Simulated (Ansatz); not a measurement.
## Re, response to strain

The reference is Re in the hcp (Mg type) structure (space group P6_3/mmc, No. 194; a = 2.752 Å, c = 4.440 Å; relaxed with 0.1 eV smearing). Axes: x lies along a and z along c of the hexagonal cell.

Strains are applied to the cell and any free atomic positions relax.

All numbers come from Ansatz (an electronic-structure program), PBEsol, PAW, cutoff 420 eV, spin-orbit coupling left out.

Notes on the quantities. energy relative to the base: free energy F; pressure: mean of the normal stresses, compression positive.

| change | energy relative to the base | pressure | volume per atom |
|---|---|---|---|
| base | 0 meV/atom | 0.0 GPa | 14.56 Å³ |
| uniaxial strain ε_zz = −3.00 % | +31 meV/atom | ___ | 14.12 Å³ |
| uniaxial strain ε_zz = −2.50 % | +21 meV/atom | 10.7 GPa | 14.20 Å³ |
| uniaxial strain ε_zz = −1.50 % | +7.4 meV/atom | 6.2 GPa | 14.34 Å³ |
| uniaxial strain ε_zz = −1.00 % | ___ | 4.1 GPa | 14.41 Å³ |
| uniaxial strain ε_zz = +0.50 % | +0.8 meV/atom | ___ | 14.63 Å³ |
| uniaxial strain ε_zz = +1.50 % | +7.0 meV/atom | -5.6 GPa | 14.78 Å³ |
| uniaxial strain ε_zz = +2.00 % | +12 meV/atom | -7.3 GPa | 14.85 Å³ |
| uniaxial strain ε_zz = +2.50 % | +19 meV/atom | -9.0 GPa | 14.92 Å³ |
| uniaxial strain ε_zz = +3.00 % | +27 meV/atom | -10.6 GPa | 15.00 Å³ |

Task: Some entries are withheld; estimate them.

Result: 
- uniaxial strain ε_zz = −3.00 %, pressure: 13.1 GPa
- uniaxial strain ε_zz = −1.00 %, energy relative to the base: +3.3 meV/atom
- uniaxial strain ε_zz = +0.50 %, pressure: -1.9 GPa

No phonon test of stability was made. All final runs are without spin polarisation.
